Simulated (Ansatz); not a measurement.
Base system: AlN in the wurtzite structure (space group P6_3mc, No. 186).

```xyz
4
Lattice="3.1136 0.0000 0.0000 -1.5568 2.6965 0.0000 0.0000 0.0000 4.9832" Properties=species:S:1:pos:R:3 pbc="T T T"
Al     0.0000     1.7976     4.9653
Al     1.5568     0.8988     2.4737
N      0.0000     1.7976     1.8856
N      1.5568     0.8988     4.3772
```

The values are results of Kohn–Sham DFT with the PBEsol functional, run in Ansatz (a program for electronic structure) with PAW and 420 eV plane waves, no spin-orbit coupling, earlier PAW set, not measurements.

For the base:

The gap character is direct at Γ.

Perturbation: electron doping at 1.5×10^21 cm⁻³ (0.0628 per cell), with a uniform compensating background at fixed cell and a 300 K Fermi–Dirac width.

Problem. How does this affect the Fermi level from band edge and gap character?

Solution. The Fermi level relative to the doped band's edge (positive inside the band; to 0.05 eV) is +0.85 eV; the gap character is still direct at Γ.

Charged cell with a jellium background: band edges are those of the host's band count, energies are not comparable with the neutral cell, and many-body gap narrowing is missing. Whether these cells are dynamically stable was not tested.
